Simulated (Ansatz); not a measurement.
## Sr: alloy series

Start from Sr in the fcc (Cu type) structure (space group Fm-3m, No. 225; a = 6.100 Å).

The other end (x = 1) is Mg in the fcc (Cu type) structure (space group Fm-3m, No. 225; a model cell, its experimental status unchecked): 22.73 Å³/atom, gap zero; this end may not be an ambient phase.

Mg replaces a fraction x of Sr; each row is one arrangement (x, atoms in the cell, starting space group or random), fully relaxed.

Computed with r2SCAN, PAW, 500 eV (Ansatz, a program for electronic structure; spin-orbit coupling left out).

Candidates:
(a) x(Mg) = 0.25, 4 atoms, R-3m
(b) x(Mg) = 0.25, 4 atoms, Pm-3m
(c) x(Mg) = 0.667, 3 atoms, I4/mmm
(d) x(Mg) = 0.5, 2 atoms, R-3m

Base values:

```
Item                             Value
-----------------------------  -------
Shortest interatomic distance  4.313 Å
```

Order them by shortest interatomic distance, lowest first.

(c) x(Mg) = 0.667, 3 atoms, I4/mmm (3.119 Å), (a) x(Mg) = 0.25, 4 atoms, R-3m (3.640 Å), (d) x(Mg) = 0.5, 2 atoms, R-3m (3.669 Å), (b) x(Mg) = 0.25, 4 atoms, Pm-3m (4.016 Å)

These are small ordered cells, not random alloys; other orderings at the same x differ. Whether these cells are dynamically stable was not tested. Under x(Mg) = 0.667, 3 atoms, I4/mmm the cell changed shape so far that it is another structure. This is not the structure that Mg has at room temperature and ambient pressure.
